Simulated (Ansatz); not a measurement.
We consider HfO₂ (Pnma, No. 62, 12 atoms in the cell; start mp-741; a measured phase of this formula has another space group), described by HSE06 in Ansatz (plane waves, PAW).

Numerical settings: plane-wave cutoff 460 eV, 4×6×4 k mesh (along the axes of the cell as run), Fermi–Dirac smearing 0.01 eV, scalar-relativistic PAW data made under PBE.

Cell (relaxed with PBEsol):

Space group Pnma (No. 62); a = 5.5265 Å, b = 3.2938 Å, c = 6.4533 Å, α = 90.00°, β = 90.00°, γ = 90.00°

| atom | site | symmetry | x | y | z |
|---|---|---|---|---|---|
| Hf | 4c | .m. | 0.2531 | 0.2500 | 0.3887 |
| O | 4c | .m. | 0.0235 | 0.2500 | 0.6605 |
| O | 4c | .m. | 0.1403 | 0.2500 | 0.0746 |

Problem. What does this level give for the band gap?

Solution. 
- band gap = 4.93 eV (on the SCF k mesh)

Note: cell and atoms aren't relaxed at this level (largest force component 0.11 eV/Å, pressure 2.1 GPa).

Spin–orbit coupling is not included.

The result took roughly 10 core-minutes.

A start named mp-… is a Materials Project structure, which need not be a measured phase.

Ansatz is a first-principles code.
